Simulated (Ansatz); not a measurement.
Take GaCuSe2 in the chalcopyrite structure (space group I-42d, No. 122; a = 5.608 Å, c = 11.098 Å) as the base.

Method: Kohn–Sham DFT with the r2SCAN functional, run in Ansatz (a program for electronic structure) with PAW and 500 eV plane waves, no spin-orbit coupling.

Base values:

- Gap between the host's bands: 0.57 eV

One thing is altered: hole doping at 7.0×10^21 cm⁻³ (1.22 per cell), with a uniform compensating background at fixed cell and a 300 K Fermi–Dirac width.

Estimate the effect on the Fermi level from band edge and gap between the host's bands.

The Fermi level relative to the doped band's edge (positive inside the band; to 0.05 eV) is +0.55 eV; the gap between the host's bands increases by 0.326 eV, from 0.57 eV to 0.89 eV.

Charged cell with a jellium background: band edges are those of the host's band count, energies are not comparable with the neutral cell, and many-body gap narrowing is missing. Stability against distortions was not tested. The final runs are not spin-polarised.
